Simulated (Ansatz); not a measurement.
Abridged Ansatz (an electronic-structure program) output:

```
Relaxation: its limit of steps is 60 (relax.max_steps)
Pseudopotential: Zn, paw, valence charge 12
Pseudopotential: Au, paw, valence charge 19
Crystal: 2 atoms, lattice volume = 29.238 Å³
Basis set: ecut = 420 eV, 587 PW (Γ), exchange–correlation on 48×48×48 points (8 copies of the dense FFT grid, shifted against one another)
Bands: 20, of which v1, the nominal top of the filled ones, is band 16 counted from 1 (15 counted from 0)
Symmetry: 48 space group operations
k-points: 120 of 3375
Functional: x = pbesol(κ = 0.804, μ = 0.12345679012345678), c = pbesol(β = 0.046)
SCF iter   1: F=—  HF=-16288.426122 eV  |F-HF|=—  |Δ(HF+E_count)|=         —  Δρ=4.91e-3  dr2=3.98e-3  ethr=1.77e-3  ⟨swp⟩=5.4  Hψ=10124  notcnv=0
SCF iter   2: F=—  HF=-16288.426122 eV  |F-HF|=—  |Δ(HF+E_count)|=   4.41e-7  Δρ=1.73e-3  dr2=4.35e-4  ethr=1.28e-5  ⟨swp⟩=2.0  Hψ=5198  notcnv=0  defer=37
SCF 1 converged in 6 iterations: F = -16288.425858 eV  dr2 = 1.92e-8
relax step   1: F+E_penalty+E_count = -16288.42585780 eV  Δ(F+E_penalty+E_count) = +0.000e0 eV  max|allowed force component| = 2.334e-29 eV/Å  Δτ_max = 0.0000 Å  P = +7.503 GPa  Ω = 29.238 Å³  (6 SCF iters, dr2 threshold 1.00e-7 eV, accepted)
[... steps on the carried basis left out ...]
relax step   5: F+E_penalty+E_count = -16288.40486571 eV  Δ(F+E_penalty+E_count) = +2.545e-4 eV  max|allowed force component| = 4.273e-30 eV/Å  Δτ_max = 0.0000 Å  P = +10.002 GPa  Ω = 28.854 Å³  stress off target by 2.26e-3 GPa  SCF on the basis re-selected at this cell (its energy is not comparable with the rows above)  (6 SCF iters)
SCF converged after 6 iterations
Free energy (F): -16288.404866 eV
Internal energy: -16288.401348 eV  (E = F + TS)
E sigma→0 (E₀):  -16288.403107 eV
Entropy (-TS):   -0.003518 eV (-1.759 meV/atom)
Fermi energy:    18.665072 eV
--- Forces (eV/Å), atoms counted from 1 ---
  atom   1  Zn    -0.00000000    -0.00000000    -0.00000000
  atom   2  Au     0.00000000    -0.00000000     0.00000000
--- Stress (GPa, compression-positive) ---
       10.002256      -0.000000       0.000000
       -0.000000      10.002256      -0.000000
        0.000000      -0.000000      10.002256
  P = ⅓ Tr σ = 10.0023 GPa (100.023 kbar)
--- Relaxed structure (4 steps of the walk, 4 accepted, 1 SCFs on fresh bases) ---
  cell:  # Å, volume = 28.8535 Å³
    - [3.0671348522205357, -1.9108836166967106e-34, 1.2739224111311402e-34]
    - [-3.8368135610839464e-34, 3.0671348522205357, -3.209883240645393e-35]
    - [6.319457630020618e-35, -3.209883240645393e-35, 3.0671348522205357]
  atoms:
    - { symbol: Zn, position: [0.5, 0.5, 0.5] }
    - { symbol: Au, position: [1.0419281191293582e-35, -4.5584355211892025e-36, -6.512050744540721e-37] }
```

Problem. What was computed, and what are the main results?

Solution. ZnAu, 2 atoms in the cell, with PBEsol/PAW in Ansatz, scalar-relativistic without spin-orbit coupling, from a series relaxed to a target (pressure 10 GPa). The last SCF converged to F = -16288.404866 eV, or -8144.2024 eV per atom, at a pressure of 10.00 GPa. The total energy compares only with runs of the same code, potentials and settings.

Load acts through the strain it causes; cell and atoms are relaxed under it. Stability against distortions was not tested. Competing high-pressure phases were not computed. The cell was made from ZnAu in the CsCl type structure (space group Pm-3m, No. 221) by this change: pressure 10 GPa.

Keys are those of Ansatz 0.2.
